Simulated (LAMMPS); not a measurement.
MD of CoAl (CsCl type) at zero pressure, 4394 atoms, as a crystal; each row is its own run.

Method: classical MD, pair style eam/alloy, file CoAl.eam.alloy, run in LAMMPS.

```
T (K)  volume (Å³/atom)
-----  ----------------
200              11.834
300              11.867
860              12.092
1140             12.233
1710             12.611
2000             12.897
```

Question: Fit a straight line, y = a + b x, to these rows (x is the first column, y the second) and predict the run at x = 1420.

Answer: Least squares gives a = 11.664 and b = 0.0005712. At x = 1420 the fit predicts 12.476 Å³/atom. The run itself gave 12.4004 ± 0.0005 Å³/atom, so the fit is 0.61 % high.

Caution (rows 1710; 2000): this crystal lies over the melting point of about 1660 K that EAM-type CoAl.eam.alloy gives, so it is superheated.
